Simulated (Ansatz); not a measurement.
Input and output of a dielectric-response calculation for CsCdCl₃ (Pm-3m, 5 atoms in the cell) (Ansatz, a program for electronic structure).

Computed with LDA (PW92), default PAW files made with PBE (plane waves; Ansatz).

```
CELL_PARAMETERS angstrom
      5.28019     0.00000     0.00000
      0.00000     5.28019     0.00000
      0.00000     0.00000     5.28019
ATOMIC_POSITIONS crystal
  Cs 0.00000 0.00000 0.00000
  Cd 0.50000 0.50000 0.50000
  Cl 0.00000 0.50000 0.50000
  Cl 0.50000 0.00000 0.50000
  Cl 0.50000 0.50000 0.00000
```

Reference input (self-consistent single point, DFT, LDA (PW92), plane waves, default PAW files made with PBE): basis.ecutwfc = 30.9 Ry; kpoints.mp_grid.grid = 5 5 5; hamiltonian.xc = lda; hamiltonian.pseudopotentials = {kind: paw} (the program's default PAW files); scf.occupations.method = fixed. This run's input differs from it in these lines:

Ansatz 0.2 input:
```diff
@@ -16,3 +16,3 @@
   mp_grid:
-    grid: [5, 5, 5]
+    grid: [4, 4, 4]
 hamiltonian:
@@ -24,6 +24,4 @@
     method: fixed
-output:
-  forces: true
-  eigenvalues: true
-  stress: true
+dielectric:
+  field_mesh: kpoints
```

Log, with long lists cut:

```
SCF iter   1: F=—  HF=-16762.344361 eV  |F-HF|=—  |Δ(HF+E_count)|=         —  Δρ=7.23e-3  dr2=7.55e-2  ethr=1.77e-3  ⟨swp⟩=5.0  Hψ=2020  notcnv=0  defer=39
all-band conjugate gradients solve this SCF's bands
preconditioner: auto → Resta (q_TF=auto, 2.279 Å⁻¹)
SCF iter   2: F=—  HF=-16762.322641 eV  |F-HF|=—  |Δ(HF+E_count)|=   2.17e-2  Δρ=3.23e-3  dr2=1.35e-2  ethr=1.51e-4  ⟨swp⟩=2.4  Hψ=1094  notcnv=0  defer=46
   [... lines left out ...]
SCF iter   6: F=—  HF=-16762.318748 eV  |F-HF|=—  |Δ(HF+E_count)|=   1.28e-5  Δρ=9.42e-6  dr2=2.82e-7  ethr=1.06e-8  ⟨swp⟩=2.3  Hψ=775  notcnv=0  defer=27
SCF iter   7: F=—  HF=-16762.318756 eV  |F-HF|=—  |Δ(HF+E_count)|=   8.17e-6  Δρ=2.03e-6  dr2=1.17e-8  ethr=5.65e-10  ⟨swp⟩=2.2  Hψ=873  notcnv=0  defer=25
SCF iter   8: F=—  HF=-16762.318756 eV  |F-HF|=—  |Δ(HF+E_count)|=  6.11e-10  Δρ=3.96e-7  dr2=2.97e-10  ethr=2.33e-11  ⟨swp⟩=2.1  Hψ=879  notcnv=0  defer=25
SCF iter   9: F=-16762.318756 eV  HF=-16762.318756 eV  |F-HF|=0.00e0  |Δ(HF+E_count)|=  7.28e-11  Δρ=7.78e-8  dr2=8.04e-12  ethr=1.00e-12  ⟨swp⟩=10.8  Hψ=2245  notcnv=0
SCF 1 converged in 9 iterations: F = -16762.318756 eV  dr2 = 8.04e-12
DFPT response loops at Γ: preconditioner auto → Resta (q_TF=auto, 2.279 Å⁻¹)  ε∞=6.5 (no band partly filled) …
   [... lines left out ...]
WARN: field response: the 4×4×4 k-mesh looks too coarse for the field response at k = (0.0000, 0.0000, 0.0000), direct gap 1.902 eV …
Free energy (F): -16762.318756 eV
Fermi energy:    3.117543 eV
   [... lines left out ...]
         0.00000   -2.36231    0.00000
         0.00000    0.00000   -0.88971
    site 4:
        -0.88971    0.00000   -0.00000
         0.00000   -0.88971    0.00000
         0.00000    0.00000   -2.36231
  Z* charge neutrality: 2.436e-5 e pre-enforcement
  k-mesh period / interband length: 21.1 Å / 1.93 Å = 10.97 at k = (0.0000, 0.0000, 0.0000), direct gap 1.902 eV — UNDER 14: by this measure the k-mesh is too coarse for the response
```

The run converged in 9 iterations. 

Summary of the result:
| Property | Value |
|---|---|
| Free energy E − TS (on the zero of these files) | -16762.3188 eV |
| Top of the valence band (on the code's own zero) | 3.12 eV |
| Gap on the k-point mesh | 1.43 eV |
| ε∞ at this k-point mesh, which may be far from converged in small-gap cells (xx, yy, zz) | 3.63, 3.63, 3.63 |
| Born charges at this mesh (mean of the diagonal, e) | Cs 1.34, Cd 2.80, Cl -1.38, Cl -1.38, Cl -1.38 |

The starting cell comes from a database of computed structures (which also holds hypothetical and non-ambient phases and stackings), without a prior relaxation at this level. Its lattice was rescaled by up to half a per cent.
